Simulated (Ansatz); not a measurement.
Results of PBE0 in Ansatz (PAW) for antifluorite Be2C.

Numerical settings: plane-wave cutoff 460 eV, 10×10×10 k mesh, Fermi–Dirac smearing 0.01 eV, scalar-relativistic PAW data made under PBE.

Cell (measured lattice):

```cif
data_CBe2
_chemical_formula_sum 'Be2 C1'
_space_group_name_H-M_alt 'P 1'
_space_group_IT_number 1
_cell_length_a 3.06884
_cell_length_b 3.06884
_cell_length_c 3.06884
_cell_angle_alpha 60.000
_cell_angle_beta 60.000
_cell_angle_gamma 60.000
loop_
_space_group_symop_operation_xyz
  'x, y, z'
loop_
_atom_site_label
_atom_site_type_symbol
_atom_site_fract_x
_atom_site_fract_y
_atom_site_fract_z
_atom_site_occupancy
Be1 Be 0.25000 0.25000 0.25000 1
Be2 Be 0.75000 0.75000 0.75000 1
C1 C 0.00000 0.00000 0.00000 1
```

### Question
What does this level give for the band gap and smallest direct gap on the k points sampled?

### Answer

- band gap: 2.58 eV (on the SCF k mesh) (indirect)
- smallest direct gap on the k points sampled: 5.79 eV

Note: cell and atoms aren't relaxed at this level (pressure -4.9 GPa).

Computed values are for the static lattice.

Ansatz is a quantum-chemistry and plane-wave program.
